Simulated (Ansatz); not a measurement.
```
CELL_PARAMETERS angstrom
      0.00000     2.78549     2.78549
      2.78549     0.00000     2.78549
      2.78549     2.78549     0.00000
ATOMIC_POSITIONS crystal
  Ge 0.00000 0.00000 0.00000
  Ge 0.25000 0.25000 0.25000
```

No spin polarisation.

Level of theory: Kohn–Sham DFT with the r2SCAN functional, run in Ansatz (a quantum-chemistry and plane-wave program) with PAW and 500 eV plane waves, scalar-relativistic without spin-orbit coupling. Settings: 10×10×10 k-points, 0.05 eV Fermi–Dirac smearing.

Task: What is the computed band gap?

Result: 0.63 eV.

Task: What hole mass (degenerate bands, along [100]) does the calculation give?

Result: 0.039, 0.20, 0.20 mₑ (at Γ).

Task: What is the computed gap character?

Result: Indirect, Γ → L.

Load acts through the strain it causes; cell and atoms are relaxed under it. Masses are band curvatures over ±0.01 Å⁻¹ around the edge. Stability against distortions was not tested. Tetrahedral semiconductors of this kind turn to denser phases somewhere between about 1 and 50 GPa; those were not computed, so compressed cells here can lie past the real transition. The cell was made from Ge in the diamond structure (space group Fd-3m, No. 227) by this change: pressure 4.5 GPa.
